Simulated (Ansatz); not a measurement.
Input:

```
CELL_PARAMETERS angstrom
      3.93286     0.00000     0.00000
      0.00000     3.93286     0.00000
      0.00000     0.00000     3.93286
ATOMIC_POSITIONS crystal
  Zr 0.00000 0.00000 0.00000
  Ir 0.50000 0.50000 0.00000
  Ir 0.00000 0.50000 0.50000
  Ir 0.50000 0.00000 0.50000
```

Calculation: PBEsol, DFPT electron-phonon coupling, linearised Boltzmann equation (plane waves, PAW, scalar-relativistic; Ansatz, an electronic-structure program). How the cell was made: relaxed with this functional, without spin-orbit coupling.

Estimate the phonon-limited resistivity at 300 K, by direction if it differs.

10.1 μΩ·cm.

How long is the mean free path there?

10.2 nm, weighted by the current that each state carries. Wires not much wider than this gain resistivity from their walls.

A metal at this level (no band gap). Only scattering by harmonic phonons is included (no impurities, grain boundaries, electron-electron scattering or thermal expansion). Spin-orbit coupling is left out, which matters with elements this heavy. Halving the electron mesh (20x20x20) moves the resistivity by up to 3 % at 300 K, the mean free path by up to 7 %. Smearing 0.20 eV; phonons on a 4x4x4 q mesh, which this run doesn't test.

Formula and space group known from diffraction (Crystallography Open Database), not checked to be the room-temperature form: ZrIr3 (Pm-3m).
